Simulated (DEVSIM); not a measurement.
## abrupt Si p-n junction

Device: abrupt Si p-n junction, at 350 K.

```csv
layer (left to right),material,thickness (μm),Nd (cm⁻³),Na (cm⁻³),τn (s),τp (s)
1,Si,24.0,-,5.2e17,0.0003,0.0003
2,Si,0.780,1.9e15,-,0.0003,0.0003
```

Left contact: ohmic. Right contact: ohmic. Voltage is applied to the left contact. Recombination: SRH at mid-gap, radiative. Mobility is constant in doping.

Constants are typed, rounded textbook-type inputs, not results; the design itself was drawn at random and stands for no fabricated device. Values at 300 K; Nc and Nv go as T^1.5, mobilities as T to minus their exponent, the gap by Varshni's rule with the affinity fixed.

| parameter | Si |
|---|---|
| gap (eV) | 1.124 |
| affinity (eV) | 4.05 |
| permittivity | 11.7 |
| Nc (cm⁻³) | 2.86e19 |
| Nv (cm⁻³) | 3.1e19 |
| μn (cm²/Vs) | 1417 |
| μp (cm²/Vs) | 470 |
| T exponent of μn | 2.3 |
| T exponent of μp | 2.2 |
| B (cm³/s) | 4.7e-15 |
| Varshni α (eV/K) | 0.000473 |
| Varshni β (K) | 636 |

DEVSIM, 1D drift-diffusion, Boltzmann statistics, complete ionisation; no tunnelling, impact ionisation, image-force lowering or self-heating.

```json
{
 "potential_step_across_the_device_at_zero_bias": "0.683 V",
 "largest_field_in_the_device_at_zero_bias": "45000 V/cm",
 "Dark forward voltage at 1 A/cm²": "0.387 V",
 "Dark forward voltage at 100 A/cm²": "0.566 V"
}
```

Dark forward current:

```json
[
 {"V (V)": "0.05", "J (A/cm²)": "2.6e-5"},
 {"V (V)": "0.10", "J (A/cm²)": "0.00014"},
 {"V (V)": "0.15", "J (A/cm²)": "0.00070"},
 {"V (V)": "0.20", "J (A/cm²)": "0.0033"},
 {"V (V)": "0.25", "J (A/cm²)": "0.015"},
 {"V (V)": "0.30", "J (A/cm²)": "0.071"},
 {"V (V)": "0.35", "J (A/cm²)": "0.33"},
 {"V (V)": "0.40", "J (A/cm²)": "1.5"},
 {"V (V)": "0.45", "J (A/cm²)": "6.4"},
 {"V (V)": "0.50", "J (A/cm²)": "24"},
 {"V (V)": "0.55", "J (A/cm²)": "75"},
 {"V (V)": "0.60", "J (A/cm²)": "180"},
 {"V (V)": "0.65", "J (A/cm²)": "370"},
 {"V (V)": "0.70", "J (A/cm²)": "620"},
 {"V (V)": "0.75", "J (A/cm²)": "950"},
 {"V (V)": "0.80", "J (A/cm²)": "1300"},
 {"V (V)": "0.85", "J (A/cm²)": "1700"},
 {"V (V)": "0.90", "J (A/cm²)": "2200"}
]
```
